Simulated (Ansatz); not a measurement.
An Ansatz (a program for electronic structure) input (Ansatz, PBE, PAW, cutoff 420 eV, spin-orbit coupling left out):

Ansatz 0.2 input:
```yaml
crystal:
  lattice:
    - [0, 3.5373458002, 3.5373458002]
    - [3.5373458002, 0, 3.5373458002]
    - [3.5373458002, 3.5373458002, 0]
  atoms:
    - { symbol: K, position: [0, 0, 0] }
    - { symbol: I, position: [0.5, 0.5, 0.5] }
basis: { ecutwfc: 420, ecutrho_ratio: 4, xc_grid: 2, fft_grid_basis: typed }
kpoints: { mp_grid: { grid: [8, 8, 8] } }
hamiltonian:
  xc: pbe
  dispersion: none
  pseudopotentials: { kind: paw }
scf: { occupations: { method: fermi_dirac, width: 0.05 }, convergence: { dr2_threshold: 0.0000000002 } }
relax: { f_tol: 0.005, max_steps: 50 }
output: { forces: true, stress: true }
checkpoint: { write: state.ck, write_every: 1000 }
```

Question: Which symmetry and how many k-points will the program report, and about how many plane waves at Γ?

Answer: Space group Fm-3m (ITA 225) with 48 operations, k-points 29 of 512, and 1759 plane waves at Γ.

Question: And the final pressure?

Answer: 0.53 GPa (compression positive).

The cells carry an imposed strain or load. Stability against distortions was not tested. The cell was made from KI in the rock salt structure (space group Fm-3m, No. 225) by this change: isotropic strain −1.50 %.
